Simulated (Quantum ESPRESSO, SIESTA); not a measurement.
A Quantum ESPRESSO input for a self-consistent single point of Fe3Ge (Fm-3m, 4 atoms in the cell) (DFT, LDA (PZ), plane waves, PSlibrary PAW (LDA) pseudopotentials):

```fortran
&CONTROL
  calculation = 'scf',
  prefix = 'fe3ge',
  outdir = './out',
  pseudo_dir = './',
  tprnfor = .true.,
  tstress = .true.,
/
&SYSTEM
  ibrav = 2,
  celldm(1) = 10.78554005,
  nat = 4,
  ntyp = 2,
  ecutwfc = 55,
  ecutrho = 330,
  occupations = 'smearing',
  smearing = 'gaussian',
  degauss = 0.0099958,
  nspin = 2,
  starting_magnetization(1) = 0.500,
/
&ELECTRONS
  conv_thr = 1.0e-11,
  mixing_beta = 0.4,
/
ATOMIC_SPECIES
Fe    55.8450  Fe.pz-n-kjpaw_psl.1.0.0.UPF
Ge    72.6300  Ge.pz-n-kjpaw_psl.1.0.0.UPF
ATOMIC_POSITIONS {angstrom}
Fe   -2.85373100    2.85373100    2.85373100
Fe   -1.42686550    1.42686550    1.42686550
Fe   -4.28059650    4.28059650    4.28059650
Ge    0.00000000    0.00000000    0.00000000
K_POINTS {automatic}
7 7 7  0 0 0
```

**Question.** Give the SIESTA input for the same structure, mesh, smearing and functional.

**Answer.** One input that does it (others would too):

```
# files in the folder: Fe.psml Ge.psml (PseudoDojo LDA standard)
SystemName  Fe3Ge
SystemLabel fe3ge

NumberOfAtoms                4
NumberOfSpecies              2
%block ChemicalSpeciesLabel
  1 26 Fe
  2 32 Ge
%endblock ChemicalSpeciesLabel
LatticeConstant              4.035785 Ang
%block LatticeVectors
     0.000000000    0.707106796    0.707106796
     0.707106796    0.000000000    0.707106796
     0.707106796    0.707106796    0.000000000
%endblock LatticeVectors
AtomicCoordinatesFormat      ScaledCartesian
%block AtomicCoordinatesAndAtomicSpecies
     0.707106796    0.707106796    0.707106796  1
     0.353553398    0.353553398    0.353553398  1
     1.060660194    1.060660194    1.060660194  1
     0.000000000    0.000000000    0.000000000  2
%endblock AtomicCoordinatesAndAtomicSpecies

XC.functional                LDA
XC.authors                   PW92
PAO.BasisSize                DZP
PAO.EnergyShift              0.01 Ry
MeshCutoff                   350 Ry
%block kgrid.MonkhorstPack
    7   0   0  0.0
    0   7   0  0.0
    0   0   7  0.0
%endblock kgrid.MonkhorstPack
OccupationFunction           MP
OccupationMPOrder            0
ElectronicTemperature        1578.21 K
Spin                         polarized
%block DM.InitSpin
  1 +4.00
  2 +4.00
  3 +4.00
  4 +0.00
%endblock DM.InitSpin

MaxSCFIterations             150
SCF.Mixer.Method             Pulay
SCF.Mixer.Weight             0.1
SCF.Mixer.History            8
SCF.DM.Tolerance             1.0E-04
Diag.ParallelOverK           true
WriteForces                  true
Charge.Mulliken              end
```

Basis, cutoffs, solver keys and any potentials are the target program's own. This input uses DFT, LDA PW92, numerical atomic orbitals DZP, PseudoDojo LDA standard norm-conserving potentials (rewritten from UPF to PSML). LDA parametrisations can differ slightly between programs. Both were run: pressure -14.57 GPa in Quantum ESPRESSO and -15.34 in SIESTA; size of the net moment 1.25 μB/atom in Quantum ESPRESSO and 1.35 in SIESTA.

On Quantum ESPRESSO: the starting cell comes from a database of computed structures (which also holds hypothetical and non-ambient phases and stackings), without a prior relaxation at this level. Its lattice was rescaled by a random factor within 2.5 % of one. The magnetic order is the one reached from the typed start; others were not searched systematically. With a pressure of about -15 GPa the cell is away from its equilibrium volume at this level.

On SIESTA: the starting cell comes from a database of computed structures (which also holds hypothetical and non-ambient phases and stackings), without a prior relaxation at this level. Its lattice was rescaled by a random factor within 2.5 % of one. The magnetic order is the one reached from the typed start; others were not searched systematically. Values carry the incompleteness of an atom-centred basis. With a pressure of about -15 GPa the cell is away from its equilibrium volume at this level.
